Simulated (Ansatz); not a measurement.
Ge (Ia-3, No. 206, 8 atoms in the cell; start mp-1080106; another form than the element's usual one), treated with PBEsol (Ansatz, a quantum-chemistry and plane-wave program, plane waves, PAW).

Run with plane-wave cutoff 520 eV, 12×12×12 k mesh, Fermi–Dirac smearing 0.05 eV, scalar-relativistic PAW data made under PBE.

Cell (relaxed at this level):

```cif
data_Ge16
_chemical_formula_sum 'Ge16'
_space_group_name_H-M_alt 'Ia-3'
_space_group_IT_number 206
_space_group_name_Hall '-I 2b 2c 3'
_cell_length_a 6.93912
_cell_length_b 6.93912
_cell_length_c 6.93912
_cell_angle_alpha 90.000
_cell_angle_beta 90.000
_cell_angle_gamma 90.000
loop_
_atom_site_label
_atom_site_type_symbol
_atom_site_symmetry_multiplicity
_atom_site_Wyckoff_symbol
_atom_site_fract_x
_atom_site_fract_y
_atom_site_fract_z
_atom_site_occupancy
Ge1 Ge 16 c 0.14795 0.14795 0.14795 1
```
(The calculation used a cell of 8 atoms; values per cell refer to that cell.)

Estimate the bulk modulus that the calculation returns.


- bulk modulus = 65.1 GPa

The run finds no gap.

Note: the bulk modulus is −V dP/dV from two relaxed cells at ±2 % in volume; the relaxation could not lower the start's symmetry, so the cell can be a saddle point above a distorted one.

Static lattice: no zero-point or thermal effects.

Cost on a shared machine: around 5 core-minutes (rough).

A start named mp-… is a Materials Project structure, which need not be a measured phase.
